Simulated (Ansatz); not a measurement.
The reference is Ir in the fcc (Cu type) structure (space group Fm-3m, No. 225; a = 3.872 Å; relaxed with 0.1 eV smearing).

All numbers come from DFT with PBE, PAW potentials and a 420 eV plane-wave cutoff in Ansatz (a program for electronic structure), no SOC.

For the base:

The pressure comes out as 0.0 GPa.

It is then changed as follows: an isotropic linear strain of −1.50 %; the atoms relax in the strained cell.

Question: How does this affect the energy relative to the base?

Answer: The energy goes up by 34 meV/atom.

Question: What happens to the pressure?

Answer: The pressure goes from zero to 17.6 GPa.

No phonon test of stability was made. All final runs are without spin polarisation.
